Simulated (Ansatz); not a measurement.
The starting structures come from a database of crystals and need not be the phases stable at ambient conditions.

 Where the default PAW files enter, the runs use the earlier of Ansatz's two default sets.

Inside the gap of an insulator the Bloch states are evanescent, with a wavenumber k + iκ along the transport direction.

Here is the system:

```xyz
16
Lattice="5.0038 0.0000 0.0000 2.5019 5.0097 0.0000 2.5019 -0.6685 9.2114" Properties=species:S:1:pos:R:3 pbc="T T T"
V      2.7268     1.0853     2.3028
V      7.2809     3.2560     6.9086
Ag     4.7748     3.0252     0.8756
Ag     5.2329     1.3161     8.3358
Ag     7.2767     4.1552     3.7301
Ag     2.7309     0.1861     5.4813
Ag     0.0000     0.0000     0.0000
Ag     5.0038     2.1706     4.6057
O      3.7780    -0.3693     7.2808
O      6.2296     4.7106     1.9306
O      6.2800     1.8715     6.5363
O      3.7277     2.4698     2.6751
O      1.7070     1.4005     0.9464
O      8.3007     2.9408     8.2650
O      1.7070     0.7702     3.6593
O      8.3007     3.5711     5.5521
```

Space group of this cell: C2/c. The cell is taken as given; by PBEsol its mean pressure is -2.8 GPa.

Transport runs along the normal of the first two printed cell vectors.

The gap is the functional's own. No spin-orbit coupling. Mid-gap values are interpolated on the energy grid.

### Question
Give the band gap and the smallest decay constant κ at mid-gap that PBEsol (Ansatz, a first-principles code) yields.

### Answer
Gap 0.83 eV on a 8×8×8 mesh; κ = 0.248 1/Å, at (-0.375, 0.333) of the in-plane reciprocal vectors. At the zone centre, at the nearest computed energy, the slowest state has κ = 0.28 1/Å.
